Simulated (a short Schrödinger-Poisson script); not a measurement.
Structure: symmetric double-gate stack, SiO2 on p-type Si(110), at 300 K.

| layer | material | thickness (nm) | Na (cm⁻³) |
|---|---|---|---|
| 1 | SiO2 | 2 | - |
| 2 | Si | 6 | 4e16 |
| 3 | SiO2 | 2 | - |

Constants are typed, rounded textbook-type inputs, not results; the design itself was drawn at random and stands for no fabricated device. SiO2: permittivity 3.9, conduction-band edge (eV) 3.15, gap (eV) 9, electron mass (mₑ) 0.5. Si: permittivity 11.7, conduction-band edge (eV) 0, gap (eV) 1.124, Nv at 300 K (cm⁻³) 3.1e19.

Channel valleys (confinement mass, in-plane density-of-states mass, number): Δ4 0.315, 0.324, 4; Δ2 0.19, 0.417, 2. At the gates, both at one voltage, the conduction-band edge of layer 1 lies 3.47 eV − eVg above the Fermi level of the channel. Gaps are held at their typed values at every temperature. Mesh 0.03 nm at interfaces.

Solved with a short Schrödinger-Poisson script written for these runs: 1D Poisson equation in equilibrium, electrons quantum, Hartree (BenDaniel-Duke, 12 states a valley, the channel's in-plane mass for all, wave functions free to enter the dielectric), parabolic valleys, classical holes, full ionisation, no traps, pinning or gate leakage.

The same stack at other levels of the model or other numerical settings:

```tsv
run	sheet density of all electrons at Vg = 1.8 V (cm⁻²)	sheet density of all electrons at Vg = 0.6 V (cm⁻²)	capacitance of both gates at Vg = 1.8 V (μF/cm²)	rough cost against the base
base	2.57e13	4.87e12	2.93	about 1
electrons treated as classical, Boltzmann	3.00e13	…	3.32	0.03
electrons treated as classical, Fermi-Dirac	…	…	3.15	0.07
mesh six times as coarse	2.56e13	4.86e12	2.92	0.3
one subband a valley	2.54e13	4.84e12	2.88	0.3
```

Question: What belongs in the gaps?

Answer: 
- electrons treated as classical, Fermi-Dirac, sheet density of all electrons at Vg = 0.6 V (cm⁻²): 5.83e12
- electrons treated as classical, Boltzmann, sheet density of all electrons at Vg = 0.6 V (cm⁻²): 5.92e12
- electrons treated as classical, Fermi-Dirac, sheet density of all electrons at Vg = 1.8 V (cm⁻²): 2.89e13

The classical rows ignore confinement, and Boltzmann statistics overrate the density once the band edge passes the Fermi level.
